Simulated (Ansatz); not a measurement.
MgO (within 0.1 Å of P3m1, No. 156, 12 atoms in the cell; start mp-775808; a measured phase of this formula has another space group) was calculated with PBE0 in Ansatz (plane waves, PAW).

Numerical settings: plane-wave cutoff 460 eV, 9×9×2 k mesh (along the axes of the cell as run), Fermi–Dirac smearing 0.01 eV, scalar-relativistic PAW data made under PBE.

Cell (relaxed with PBEsol):

```cif
data_Mg6O6
_chemical_formula_sum 'Mg6 O6'
_space_group_name_H-M_alt 'P3m1'
_space_group_IT_number 156
_space_group_name_Hall 'P 3 -2"'
_cell_length_a 3.26518
_cell_length_b 3.26518
_cell_length_c 15.50900
_cell_angle_alpha 90.000
_cell_angle_beta 90.000
_cell_angle_gamma 120.000
loop_
_atom_site_label
_atom_site_type_symbol
_atom_site_symmetry_multiplicity
_atom_site_Wyckoff_symbol
_atom_site_fract_x
_atom_site_fract_y
_atom_site_fract_z
_atom_site_occupancy
Mg1 Mg 1 c 0.66667 0.33333 0.35188 1
Mg2 Mg 1 c 0.66667 0.33333 0.02071 1
Mg3 Mg 1 a 0.00000 0.00000 0.18631 1
Mg4 Mg 1 a 0.00000 0.00000 0.51809 1
Mg5 Mg 1 a 0.00000 0.00000 0.85251 1
Mg6 Mg 1 b 0.33333 0.66667 0.68629 1
O1 O 1 c 0.66667 0.33333 0.14833 1
O2 O 1 c 0.66667 0.33333 0.47954 1
O3 O 1 a 0.00000 0.00000 0.98145 1
O4 O 1 a 0.00000 0.00000 0.31391 1
O5 O 1 a 0.00000 0.00000 0.64703 1
O6 O 1 b 0.33333 0.66667 0.81395 1
```

**Question.** What does this level give for the band gap?

**Answer.** 
- band gap = 5.88 eV (on the SCF k mesh)

Note: cell and atoms aren't relaxed at this level (pressure -0.9 GPa).

Computed values are for the static lattice.

The result took about 20 core-minutes (a rough figure).

A start named mp-… is a Materials Project structure, which need not be a measured phase.

Ansatz is a first-principles code.
